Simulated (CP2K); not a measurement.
Band structure of Ba3Sr (Fm-3m, 4 atoms in the cell).

```
CELL_PARAMETERS angstrom
      7.17002     0.00000     0.00000
      3.58501     6.20941     0.00000
      3.58501     2.06981     5.85429
ATOMIC_POSITIONS crystal
  Ba 0.25000 0.25000 0.25000
  Ba 0.75000 0.75000 0.75000
  Ba 0.50000 0.50000 0.50000
  Sr 0.00000 0.00000 0.00000
```

Method: CP2K 2026.2 with PBEsol, GPW, DZVP-MOLOPT-SR-GTH basis, GTH-PBE potentials (GTH_POTENTIALS).

Settings: CUTOFF = 500 Ry; REL_CUTOFF = 60 Ry; SMEAR/METHOD = FERMI_DIRAC; ELECTRONIC_TEMPERATURE = 1160.45 K; KPOINTS/SCHEME = MONKHORST-PACK 7 7 7; XC_FUNCTIONAL = PBE:PBESOL; Ba/BASIS_SET = DZVP-MOLOPT-SR-GTH-q10; Ba/POTENTIAL = GTH-PBE-q10; Sr/BASIS_SET = DZVP-MOLOPT-SR-GTH-q10; Sr/POTENTIAL = GTH-PBE-q10; METHOD = GPW; EPS_DEFAULT = 1e-11; EXTRAPOLATION = USE_GUESS; NGRIDS = 5.

The starting cell comes from a database of computed structures (which also holds hypothetical and non-ambient phases and stackings), without a prior relaxation at this level. Its lattice was rescaled by a random factor within 2.5 % of one. Values carry the incompleteness of an atom-centred basis. The potentials were made for another functional than the one used.

Levels in eV from the Fermi level, bands 17 to 22:
| point | 17 | 18 | 19 | 20 | 21 | 22 |
|---|---|---|---|---|---|---|
| Γ | -3.20 | -0.01 | -0.01 | -0.01 | 0.12 | 0.12 |
| X | -1.57 | -1.37 | -0.97 | -0.86 | 0.58 | 0.58 |
| W | -1.47 | -1.09 | -1.09 | -0.96 | 0.42 | 0.71 |
| K | -1.55 | -1.20 | -1.16 | -0.67 | 0.33 | 0.72 |
| L | -1.87 | -1.72 | -0.05 | -0.05 | 0.38 | 0.38 |
| U | -1.55 | -1.20 | -1.16 | -0.67 | 0.33 | 0.72 |

Bands cross the Fermi level along this path, so the cell is metallic at this level.

Higher empty bands are left out: an atom-centred basis made for the valence describes them poorly.
